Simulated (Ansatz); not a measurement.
# SrMoO3: pressure series

Start from SrMoO$_{3}$ (space group I4/mcm, No. 140; a cell from a computed database, its experimental status unchecked).

```
CELL_PARAMETERS angstrom
     -2.79206     2.79206     3.95219
      2.79206    -2.79206     3.95219
      2.79206     2.79206    -3.95219
ATOMIC_POSITIONS crystal
  Sr 0.25000 0.75000 0.50000
  Sr 0.75000 0.25000 0.50000
  Mo 0.00000 0.00000 0.00000
  Mo 0.50000 0.50000 0.00000
  O  0.24015 0.25985 0.50000
  O  0.75985 0.74015 0.50000
  O  0.25985 0.75985 0.01970
  O  0.74015 0.24015 0.98030
  O  0.25000 0.25000 0.00000
  O  0.75000 0.75000 0.00000
```

Cell and atoms are relaxed at each pressure.

The values are results of PBEsol, PAW, 420 eV (Ansatz, a first-principles code; without spin-orbit coupling), not measurements.

| change | density | shortest interatomic distance |
|---|---|---|
| base | 6.24 g/cm³ | 1.976 Å |
| pressure −2 GPa | 6.17 g/cm³ | 1.982 Å |
| pressure −1 GPa | 6.21 g/cm³ | 1.979 Å |
| pressure 0.3 GPa | 6.25 g/cm³ | 1.975 Å |
| pressure 0.7 GPa | 6.26 g/cm³ | 1.974 Å |
| pressure 1.5 GPa | 6.29 g/cm³ | 1.971 Å |
| pressure 3 GPa | 6.33 g/cm³ | 1.967 Å |
| pressure 5 GPa | 6.39 g/cm³ | 1.962 Å |
| pressure 7.5 GPa | 6.47 g/cm³ | 1.955 Å |
| pressure 10 GPa | 6.54 g/cm³ | 1.949 Å |

Load acts through the strain it causes; cell and atoms are relaxed under it. No phonon test of stability was made. Competing high-pressure phases were not computed. No Hubbard U is applied, and correlation can decide whether such a compound is a metal. All final runs are without spin polarisation.
